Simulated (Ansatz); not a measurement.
Start from BeSe in the zinc blende structure (space group F-43m, No. 216).

BeSe has the cubic space group F-43m (No. 216), the zinc blende structure, Pearson symbol cF8. Lattice parameters: a = b = c = 5.129 Å, α = β = γ = 90.00°. Se on 4c has 4 Be at 2.221 Å (tetrahedral). Be on 4a has 4 Se at 2.221 Å (tetrahedral). (Neighbours: up to the widest gap in distance over summed covalent radii, below 1.35, at either atom; cation-cation and far metal-metal contacts left out.)
(The calculation used a cell of 2 atoms; values per cell refer to that cell.)

Calculations: Ansatz (a program for electronic structure) PBEsol, no spin-orbit coupling.

One thing is altered: every Se is replaced by Te; the structure is relaxed again.

Measured band gap: BeSe 4 eV (temperature not stated; as listed in Das, Protik, Mohammadi, Mohammad, Bazhirov, Timur, arXiv (2018)); BeTe 2.8 eV (temperature not stated; as listed in Das, Protik, Mohammadi, Mohammad, Bazhirov, Timur, arXiv (2018)).

Measured lattice parameter a: BeSe 5.139 Å (temperature not stated; as listed in Fabio Bernardini, Maria Peressi, Vincenzo Fiorentini, Phys. Rev. B (2000)); BeTe 5.626 Å (temperature not stated; as listed in Fabio Bernardini, Maria Peressi, Vincenzo Fiorentini, Phys. Rev. B (2000)).

Q: How well does PBEsol reproduce the measured shift?

A: With PBEsol the band gap moves by -0.63 eV (2.47 → 1.84) against -1.20 eV measured; the lattice parameter a moves by +0.475 Å (5.129 → 5.604) against +0.487 Å measured.

Spin-orbit coupling, missing from the scalar runs, can matter with Te. Gaps are Kohn–Sham eigenvalue differences; semilocal functionals usually give less than the measured gap. Whether these cells are dynamically stable was not tested.
